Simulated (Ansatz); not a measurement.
An Ansatz (a program for electronic structure) run: SiC with a change (pressure 1.5 GPa); DFT with PBEsol, PAW potentials and a 420 eV plane-wave cutoff in Ansatz, scalar-relativistic without spin-orbit coupling.

Input:

Ansatz 0.2 input:
```yaml
crystal:
  lattice:
    - [3.0727894042, 0, 0]
    - [-1.5363947021, 2.6611136845, 0]
    - [0, 0, 5.0423900368]
  atoms:
    - { symbol: Si, position: [0.6666666667, 0.3333333333, 0.0005075637] }
    - { symbol: Si, position: [0.3333333333, 0.6666666667, 0.5005075637] }
    - { symbol: C, position: [0.6666666667, 0.3333333333, 0.6246924363] }
    - { symbol: C, position: [0.3333333333, 0.6666666667, 0.1246924363] }
basis: { ecutwfc: 420, ecutrho_ratio: 4, xc_grid: 2, fft_grid_basis: typed }
kpoints: { mp_grid: { grid: [12, 12, 7] } }
hamiltonian:
  xc: pbesol
  dispersion: none
  pseudopotentials: { kind: paw }
scf: { occupations: { method: fermi_dirac, width: 0.05 } }
relax: { f_tol: 0.01, max_steps: 60, cell: { stress_tol: 0.02, p_target: 1.5 } }
output: { forces: true, stress: true }
checkpoint: { write: state.ck, write_every: 1000 }
```

Output (explanatory and most iteration lines left out):

```
Relaxation: its limit of steps is 60 (relax.max_steps)
Pseudopotential: Si, paw, valence charge 4
Pseudopotential: C, paw, valence charge 4
Crystal: 4 atoms, lattice volume = 41.232 Å³
Basis set: ecut = 420 eV, 785 PW (Γ), exchange–correlation on 48×48×72 points (8 copies of the dense FFT grid, shifted against one another)
Bands: 12, of which v1, the nominal top of the filled ones, is band 8 counted from 1 (7 counted from 0)
Symmetry: 12 space group operations
Space group: P63mc (ITA 186), of the structure as read, at distance tolerance 3.5e-5 Å
k-points: 76 of 1008 (time reversal used)
Functional: x = pbesol(κ = 0.804, μ = 0.12345679012345678), c = pbesol(β = 0.046)
SCF iter   1: F=—  HF=-1737.414786 eV  |F-HF|=—  |Δ(HF+E_count)|=         —  Δρ=8.50e-3  dr2=3.62e-2  ethr=1.77e-3  ⟨swp⟩=5.1  Hψ=5952  notcnv=0
SCF iter   2: F=—  HF=-1737.404746 eV  |F-HF|=—  |Δ(HF+E_count)|=   1.00e-2  Δρ=2.40e-3  dr2=1.90e-3  ethr=2.26e-4  ⟨swp⟩=2.7  Hψ=2324  notcnv=0
SCF 1 converged in 6 iterations: F = -1737.404249 eV  dr2 = 1.98e-9
relax step   1: F+E_penalty+E_count = -1737.40424850 eV  Δ(F+E_penalty+E_count) = +0.000e0 eV  max|allowed force component| = 6.105e-5 eV/Å  Δτ_max = 0.0000 Å  P = +0.695 GPa  Ω = 41.232 Å³  (6 SCF iters, dr2 threshold 1.00e-7 eV, accepted)
[... steps on the carried basis left out ...]
relax step   4: F+E_penalty+E_count = -1737.40327309 eV  Δ(F+E_penalty+E_count) = +2.569e-4 eV  max|allowed force component| = 1.428e-4 eV/Å  Δτ_max = 0.0000 Å  P = +1.490 GPa  Ω = 41.087 Å³  stress off target by 1.25e-2 GPa  SCF on the basis re-selected at this cell (its energy is not comparable with the rows above)  (6 SCF iters)
SCF converged after 6 iterations
Free energy (F): -1737.403273 eV
Internal energy: -1737.403273 eV  (E = F + TS)
E sigma→0 (E₀):  -1737.403273 eV
Fermi energy:    10.736585 eV
--- Forces (eV/Å), atoms counted from 1 ---
  atom   1  Si     0.00000000     0.00000000     0.00014292
  atom   2  Si     0.00000000    -0.00000000     0.00014292
  atom   3  C      0.00000000    -0.00000000    -0.00014264
  atom   4  C      0.00000000     0.00000000    -0.00014264
--- Stress (GPa, compression-positive) ---
        1.487464       0.000000      -0.000000
        0.000000       1.487464      -0.000000
       -0.000000      -0.000000       1.495906
  P = ⅓ Tr σ = 1.4903 GPa (14.903 kbar)
--- Relaxed structure (3 steps of the walk, 3 accepted, 1 SCFs on fresh bases) ---
  cell:  # Å, volume = 41.0875 Å³
    - [3.069237888176427, 1.3143249502985917e-19, -2.0353237125607597e-19]
    - [-1.5346189440882134, 2.658037981418488, 1.0176618562803531e-19]
    - [-3.339928208514409e-19, -5.247262695310301e-33, 5.036373357025876]
  atoms:
    - { symbol: Si, position: [0.6666666666666665, 0.33333333333333326, 0.0005059162821580409] }
    - { symbol: Si, position: [0.33333333333333326, 0.6666666666666665, 0.500505916282158] }
    - { symbol: C, position: [0.6666666666666665, 0.33333333333333326, 0.624694083717842] }
    - { symbol: C, position: [0.33333333333333326, 0.6666666666666665, 0.12469408371784194] }
```

Load acts through the strain it causes; cell and atoms are relaxed under it. No phonon test of stability was made. The cell was made from SiC in the wurtzite structure (space group P6_3mc, No. 186) by this change: pressure 1.5 GPa.
